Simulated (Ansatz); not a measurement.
System: Ca2Si (Fm-3m, No. 225; start mp-1009733). Method: G0W0@HSE06 in Ansatz (plane waves, hard PAW, contour deformation).

The same calculation (at the PBEsol cell, 29.679 Å³/atom) with different numerical settings; throughout: k mesh 2×2×2:

```csv
run,response cutoff (eV),empty bands,quasiparticle gap on the mesh (eV),quasiparticle gap at Γ (eV),rough time
1,100,371,0.993,2.720,70 core-s
2,150,682,1.023,2.741,3 core-min
3,200,1051,1.034,2.750,7 core-min
4,250,1468,1.039,2.755,10 core-min
5,300,1930,1.042,2.757,20 core-min
```

In the column quasiparticle gap on the mesh (eV) the first row differs from the last by -0.049 and the next to last by -0.003.

The last row is no converged limit: other settings stay fixed.

Note: GW on a hybrid start was not checked against another program.

A start named mp-… is a Materials Project structure, which can be a computed phase never made.

Ansatz is a quantum-chemistry and plane-wave program.
